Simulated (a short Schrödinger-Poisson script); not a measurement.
From a short Schrödinger-Poisson script (our own, NumPy): one-band effective-mass equation with BenDaniel-Duke matching, electrons, heavy and light holes apart, hard walls at the outer ends, one valence edge for both holes (no strain splitting), no charge, excitons, band mixing or non-parabolicity; under a field the levels are quasi-bound states of a box, listed while three quarters of their weight lies within 4 nm of the wells.

Structure: single GaN/Al0.15Ga0.85N quantum well.

From the first side: 12 nm Al0.15Ga0.85N; 4 nm GaN, built-in field 1100 kV/cm; 12 nm Al0.15Ga0.85N.

The device is made up for the run: typed textbook-type constants, with dimensions and the other settings drawn at random. GaN: direct gap (eV) 3.43, conduction-band edge (eV) 0, electron mass (mₑ) 0.2, heavy-hole mass 1.9, light-hole mass 0.33. Al0.15Ga0.85N: direct gap (eV) 3.703, conduction-band edge (eV) 0.191, electron mass (mₑ) 0.218, heavy-hole mass 2.2, light-hole mass 0.4.

The valence-band edge of each layer lies one gap below its conduction-band edge. The electron's potential energy rises along the stack by the applied field and, inside the well alone, by the built-in field (unscreened; none in the barriers). Mesh 0.03 nm at interfaces.

### Question
Give the squared e1-hh1 overlap at zero applied field; the e1-hh1 transition at zero applied field (eV).

### Answer
squared e1-hh1 overlap at zero applied field: 0.006; e1-hh1 transition at zero applied field (eV): 3.241. Excitons, screening of the built-in field, fields in the barriers and alloy fluctuations are left out, and strain enters only through the typed gaps and offsets, so measured lines lie elsewhere.
